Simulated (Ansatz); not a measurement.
## Short convergence ladders for SrSi (Cmcm, 4 atoms in the cell)

```xyz
4
Lattice="2.4216 -5.6765 0.0000 2.4216 5.6765 0.0000 0.0000 0.0000 4.0680" Properties=species:S:1:pos:R:3 pbc="T T T"
Sr     2.4216     1.5748     1.0170
Sr     2.4216    -1.5748     3.0510
Si     2.4216     4.9532     1.0170
Si     2.4216    -4.9532     3.0510
```

Base method: LDA (PW92), default PAW files made with PBE (plane waves; Ansatz, an electronic-structure program).

Base settings: basis.ecutwfc = 420 eV; kpoints.mp_grid.grid = 8 8 8; hamiltonian.xc = lda; hamiltonian.pseudopotentials = {kind: paw} (the program's default PAW files); scf.occupations.method = fermi_dirac; scf.occupations.width = 0.1 eV.

Core times come from one kind of shared machine, to one figure; runs under 30 s give none.

**Zone-centre phonons against the cutoff**

In this ladder: phonons.method = dfpt.

The mesh stays at the base's, so the ladder's end is converged at best in this setting alone.

Frequencies are those of the unrelaxed cell, without the LO-TO term of polar crystals.

Only quantities that move along the ladder and can be compared are tabulated.

```tsv
basis.ecutwfc	highest zone-centre frequency (cm⁻¹)	lowest optical frequency (cm⁻¹)	core time / last (rough)
210 eV	333.9	104.4	0.2
250 eV	321.2	102.3	0.2
295 eV	316.8	102.5	0.3
355 eV	319.8	102.7	0.4
420 eV	319.6	102.7	0.5
505 eV	319.5	102.7	0.6
630 eV	319.5	102.7	1
```

Coarsest basis.ecutwfc that holds the highest zone-centre frequency within 10 cm⁻¹ of the last step, with all finer ones: 250 eV, at about 0.2 of the last step's time; the step before is off by 14 cm⁻¹.

Coarsest basis.ecutwfc that holds the lowest optical frequency within 1 cm⁻¹ of the last step, with all finer ones: 250 eV, at about 0.2 of the last step's time; the step before is off by 1.7 cm⁻¹.

**Zone-centre phonons against the mesh**

In this ladder: phonons.method = dfpt.

Frequencies are those of the unrelaxed cell, without the LO-TO term of polar crystals.

Only quantities that move along the ladder and can be compared are tabulated.

| kpoints.mp_grid.grid | highest zone-centre frequency (cm⁻¹) | lowest optical frequency (cm⁻¹) | core time / last (rough) |
|---|---|---|---|
| 2 2 2 | 347.1 | 104.3 | – |
| 3 3 3 | 340.0 | 102.4 | – |
| 3 3 4 | 324.4 | 100.5 | – |
| 4 4 4 | 322.8 | 103.1 | – |
| 5 5 5 | 320.0 | 103.6 | 0.04 |
| 6 6 6 | 319.9 | 102.5 | 0.06 |
| 7 7 8 | 319.6 | 102.7 | 0.10 |
| 11 11 12 | 319.8 | 102.7 | 0.3 |
| 14 14 15 | 319.8 | 102.8 | 1 |

Coarsest kpoints.mp_grid.grid that holds the highest zone-centre frequency within 1 cm⁻¹ of the last step, with all finer ones: 5 5 5, at about 0.04 of the last step's time; the step before is off by 3.0 cm⁻¹.

Coarsest kpoints.mp_grid.grid that holds the lowest optical frequency within 2 cm⁻¹ of the last step, with all finer ones: 4 4 4; the step before is off by 2.2 cm⁻¹.

**The force threshold of a relaxation**

On SrSi (Cm, 4 atoms in the cell): one atom moved by 0.15 angstrom.

In this ladder: relax = atoms.

The mesh stays at the base's, so the ladder's end is converged at best in this setting alone.

Only quantities that move along the ladder and can be compared are tabulated.

```csv
relax.f_tol,free energy less the last step's (meV/atom),largest force left (eV/Å),relaxation steps,core time / last (rough)
0.2 eV/Å,0.22,0.0590,2,0.4
0.1 eV/Å,0.22,0.0590,3,0.6
0.05 eV/Å,0.00,0.0118,3,0.7
0.03 eV/Å,0.00,0.0114,3,0.6
0.02 eV/Å,0.01,0.0113,3,0.6
0.01 eV/Å,0.00,0.0004,4,0.8
0.005 eV/Å,0.00,0.0008,4,0.9
0.001 eV/Å,0.00,0.0008,5,1
```

Coarsest relax.f_tol that holds the free energy within 0.2 meV/atom of the last step, with all finer ones: 0.05 eV/Å; the step before is off by 0.22 meV/atom.

Coarsest relax.f_tol that holds the largest force left within 0.02 eV/Å of the last step, with all finer ones: 0.05 eV/Å; the step before is off by 0.058 eV/Å.

Two neighbours can agree and both be off: 0.2 eV/Å and 0.1 eV/Å differ by 0.00 meV/atom in the free energy, yet lie about 0.22 meV/atom from the last step.

On the base run: the starting cell comes from a database of computed structures (which also holds hypothetical and non-ambient phases and stackings), without a prior relaxation at this level. Its lattice was rescaled by up to half a per cent. In the base run, with a pressure of about -3 GPa the cell is away from its equilibrium volume at this level.

Keys are those of Ansatz 0.2.
